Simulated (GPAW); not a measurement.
Band structure of BiO (R3m, 2 atoms in the cell).

```
BiO
1.0
    1.99990     1.15464     3.12233
   -1.99990     1.15464     3.12233
    0.00000    -2.30929     3.12233
Bi O
1 1
Cartesian
  0.00000   0.00000   0.06810
  0.00000   0.00000   2.50773
```

Method: PBEsol, GPAW PAW datasets PBEsol (made by gpaw-setup) (plane waves; GPAW).

Settings: mode = pw; ecut = 900 eV; xc = PBEsol; kpts = 10 10 10; mesh shift (steps) = 0 0 0; occupations.name = fermi-dirac; occupations.width = 0.1 eV; nbands = -8; convergence.forces = 0.001 eV/Å; symmetry.symmorphic = false; symmetry.tolerance = 0.0005; maxiter = 120; bandpath_npoints = 40.

The starting cell comes from a database of computed structures (which also holds hypothetical and non-ambient phases and stackings), without a prior relaxation at this level. Spin-orbit coupling is off.

Levels in eV from the Fermi level, bands 7 to 14:
| point | 7 | 8 | 9 | 10 | 11 | 12 | 13 | 14 |
|---|---|---|---|---|---|---|---|---|
| Γ | -10.18 | -4.34 | -4.34 | -4.08 | 2.09 | 2.09 | 2.40 | 5.38 |
| L | -11.35 | -4.87 | -4.64 | -4.55 | 0.22 | 2.50 | 2.82 | 6.61 |
| Z | -10.96 | -5.11 | -4.88 | -4.88 | 0.44 | 2.29 | 2.29 | 6.31 |
| F | -11.39 | -5.73 | -5.45 | -2.69 | -1.96 | 3.20 | 3.20 | 4.49 |
| P1 | -11.29 | -6.17 | -5.45 | -2.82 | -0.55 | 1.61 | 3.01 | 5.64 |
| P | -11.29 | -6.17 | -5.45 | -2.82 | -0.55 | 1.61 | 3.01 | 5.64 |

Bands cross the Fermi level along this path, so the cell is metallic at this level.
